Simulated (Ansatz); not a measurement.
**TiTe2 (model structure, started from the rutile type, P4₂/mnm, No. 136, 6 atoms in the cell): equilibrium volume per atom by level of theory**

No measured value is used here.

```csv
level (code),value (Å³/atom)
PBE (Ansatz),?
PBEsol (Ansatz),27.13
PBE-D3(BJ) (Ansatz),27.23
```

Q: Some entries are withheld; supply them.

A: 
- PBE (Ansatz, a quantum-chemistry and plane-wave program), value (Å³/atom): 28.65

Ansatz's density-functional and Hartree–Fock values are scalar-relativistic unless marked +SOC, with PAW data made under PBE.

A model structure was made by putting elements into a prototype or built by hand; it is no filed structure, need not be a known phase, and can be a saddle point held by its symmetry.
